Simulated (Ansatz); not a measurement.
Consider YN in the rock salt structure (space group Fm-3m, No. 225; a = 4.820 Å).

Level of theory: LDA/PAW in Ansatz (a first-principles code), no spin-orbit coupling.

Strains are applied to the cell and any free atomic positions relax.

One change was made to it. Results:

The pressure goes from zero to 20.2 GPa; the energy goes up by 71 meV/atom.

**Question.** Which change produced these results?
A) isotropic strain −3.00 %
B) isotropic strain −1.50 %
C) isotropic strain +1.50 %

**Answer.** A, isotropic strain −3.00 %. For comparison, the energy relative to the base in the other runs: isotropic strain +1.50 % gives +15 meV/atom; isotropic strain −1.50 % gives +17 meV/atom.

A case with no gap was solved on a k-mesh chosen for an insulator, which is coarse for it. Whether these cells are dynamically stable was not tested. The final runs are not spin-polarised. Gaps under 0.05 eV, about the width of the smearing, are given as zero.
